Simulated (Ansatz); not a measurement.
Worked example: relaxation of the atoms of LiH4BrO2 (P1, 16 atoms in the cell) in Ansatz (an electronic-structure program).

Method of the run: PBEsol, default PAW files made with PBE (plane waves; Ansatz).

The change in words: atoms moved at random; relax: default → atoms; relax.f_tol: default → 0.1 eV/Å. Reference geometry:
```
LiH4BrO2
1.0
    5.38066     0.00000     0.00000
    2.68620     5.91265     0.00000
    0.90015     2.75661     5.82106
Br Li O H
2 2 4 8
Cartesian
  1.91219   1.36448   1.35759
  7.05482   7.30478   4.46347
  3.11278   3.56642   2.81157
  5.85423   5.10283   3.00949
  7.49912   5.05994   1.71779
  1.46789   3.60932   4.10326
  4.85244   3.64548   1.69626
  4.11457   5.02377   4.12480
  7.81031   5.82668   1.81617
  1.15671   2.84257   4.00489
  5.50383   3.12109   1.74632
  3.46319   5.54816   4.07474
  4.92406   4.00007   0.94301
  4.04295   4.66918   4.87804
  7.42534   4.97450   0.89062
  1.54167   3.69475   4.93043
```

Reference input (self-consistent single point, DFT, PBEsol, plane waves, default PAW files made with PBE): kpoints.mp_grid.grid = 4 3 3; hamiltonian.xc = pbesol; hamiltonian.pseudopotentials = {kind: paw} (the program's default PAW files); scf.occupations.method = fermi_dirac; scf.occupations.width = 0.1 eV. This run's input differs from it in these lines:

Ansatz 0.2 input:
```diff
@@ -7,18 +7,18 @@
   atoms:
-    - { symbol: Br, position_ang: [1.912193, 1.364475, 1.357587] }
-    - { symbol: Br, position_ang: [7.054820, 7.304778, 4.463469] }
-    - { symbol: Li, position_ang: [3.112781, 3.566421, 2.811570] }
-    - { symbol: Li, position_ang: [5.854232, 5.102832, 3.009486] }
-    - { symbol: O, position_ang: [7.499121, 5.059938, 1.717794] }
-    - { symbol: O, position_ang: [1.467892, 3.609315, 4.103262] }
-    - { symbol: O, position_ang: [4.852445, 3.645484, 1.696256] }
-    - { symbol: O, position_ang: [4.114568, 5.023769, 4.124800] }
-    - { symbol: H, position_ang: [7.810305, 5.826685, 1.816169] }
-    - { symbol: H, position_ang: [1.156708, 2.842568, 4.004887] }
-    - { symbol: H, position_ang: [5.503827, 3.121089, 1.746317] }
-    - { symbol: H, position_ang: [3.463186, 5.548164, 4.074739] }
-    - { symbol: H, position_ang: [4.924061, 4.000071, 0.943011] }
-    - { symbol: H, position_ang: [4.042952, 4.669182, 4.878045] }
-    - { symbol: H, position_ang: [7.425341, 4.974499, 0.890622] }
-    - { symbol: H, position_ang: [1.541672, 3.694754, 4.930434] }
+    - { symbol: Br, position_ang: [1.893816, 1.330986, 1.385667] }
+    - { symbol: Br, position_ang: [7.075764, 7.229304, 4.423979] }
+    - { symbol: Li, position_ang: [3.097171, 3.592784, 2.857376] }
+    - { symbol: Li, position_ang: [5.945579, 5.099187, 3.024114] }
+    - { symbol: O, position_ang: [7.526120, 5.036332, 1.661067] }
+    - { symbol: O, position_ang: [1.453400, 3.699516, 4.113956] }
+    - { symbol: O, position_ang: [4.896791, 3.528955, 1.662825] }
+    - { symbol: O, position_ang: [4.007987, 5.044224, 4.209572] }
+    - { symbol: H, position_ang: [7.832566, 5.848359, 1.820262] }
+    - { symbol: H, position_ang: [1.145102, 2.844948, 3.978098] }
+    - { symbol: H, position_ang: [5.430880, 3.166418, 1.775277] }
+    - { symbol: H, position_ang: [3.399829, 5.570331, 3.970123] }
+    - { symbol: H, position_ang: [4.961753, 4.045223, 0.989015] }
+    - { symbol: H, position_ang: [4.069492, 4.676904, 4.876223] }
+    - { symbol: H, position_ang: [7.471599, 4.956576, 0.860265] }
+    - { symbol: H, position_ang: [1.528243, 3.683962, 4.960634] }
 kpoints:
@@ -34,2 +34,4 @@
     width: 0.1 eV
+relax:
+  f_tol: 0.1
 output:
```

The program printed (abridged):

```
   [... SCF lines of the steps left out ...]
relax step   1: F+E_penalty+E_count = -8245.15169818 eV  Δ(F+E_penalty+E_count) = +0.000e0 eV  max|allowed force component| = 4.488e1 eV/Å  Δτ_max = 0.0000 Å  (6 SCF iters, dr2 threshold 1.00e-4 eV, accepted)
relax step   2: F+E_penalty+E_count = -8255.20586739 eV  Δ(F+E_penalty+E_count) = -1.005e1 eV  max|allowed force component| = 4.369e0 eV/Å  Δτ_max = 0.1976 Å  (7 SCF iters, dr2 threshold 1.00e-4 eV, accepted)
relax step   3: F+E_penalty+E_count = -8256.32116898 eV  Δ(F+E_penalty+E_count) = -1.115e0 eV  max|allowed force component| = 2.087e0 eV/Å  Δτ_max = 0.1949 Å  (6 SCF iters, dr2 threshold 1.00e-4 eV, accepted)
relax step   4: F+E_penalty+E_count = -8256.64152617 eV  Δ(F+E_penalty+E_count) = -3.204e-1 eV  max|allowed force component| = 1.085e0 eV/Å  Δτ_max = 0.1972 Å  (6 SCF iters, dr2 threshold 1.00e-4 eV, accepted)
relax step   5: F+E_penalty+E_count = -8256.78417669 eV  Δ(F+E_penalty+E_count) = -1.427e-1 eV  max|allowed force component| = 6.824e-2 eV/Å  Δτ_max = 0.1039 Å  (6 SCF iters, dr2 threshold 1.00e-4 eV, accepted)
relax step   6: F+E_penalty+E_count = -8256.78417757 eV  Δ(F+E_penalty+E_count) = -8.768e-7 eV  max|allowed force component| = 6.817e-2 eV/Å  Δτ_max = 0.0000 Å  (4 SCF iters, accepted)
Stability not checked: this state was not tested for a lower state beside it, because too few of the mixer's solves of this state at the end of the SCF gave a …
Free energy (F): -8256.784178 eV
Internal energy: -8256.784178 eV  (E = F + TS)
E sigma→0 (E₀):  -8256.784178 eV
Fermi energy:    2.281716 eV
--- Forces (eV/Å), atoms counted from 1 ---
  atom   1  Br    -0.00860053    -0.00886655    -0.06816340
  atom   2  Br     0.01927221     0.01336520     0.06736229
  atom   3  Li    -0.04382159     0.03471503    -0.00502586
  atom   4  Li     0.03565441    -0.03475721    -0.00035794
  atom   5  O      0.03920771    -0.02994431     0.01153643
  atom   6  O     -0.03371325     0.01028968    -0.00488948
   [... lines left out ...]
    - { symbol: H, position: [0.5833677141111425, 0.6139781314624956, 0.1358598797412153] }
    - { symbol: H, position: [0.41690478109475915, 0.3855016614948442, 0.8640160597254749] }
    - { symbol: H, position: [0.9302835835566462, 0.7586573115914543, 0.14152686718936766] }
    - { symbol: H, position: [0.07067190178580225, 0.23944980415901224, 0.859022076563978] }
```

The run converged.  The full log also holds: “iter 5 did not close the SCF: its close was put off for the readings that it lacked (scf_convergence_deferred on its scf_iter line)”.

Summary of the result:
| Item | Result |
|---|---|
| Free energy E − TS (on the zero of these files) | -8256.7842 eV |
| Top of the valence band (on the code's own zero) | 0.01 eV |
| Gap on the k-point mesh | 4.25 eV |
| Pressure | -1.12 GPa |
| Largest force (vector length) | 0.071 eV/Å |
| Relaxation steps | 6 |

The starting cell comes from a database of published, mostly measured structures (it also holds non-ambient and calculated ones), without a prior relaxation at this level. Its lattice was rescaled by a random factor within 2.5 % of one. For this run, on top of that: atoms moved at random. Ansatz's pressure includes its estimate of the finite-basis (Pulay) stress.

Cost on one core of a shared machine: roughly 70 s.
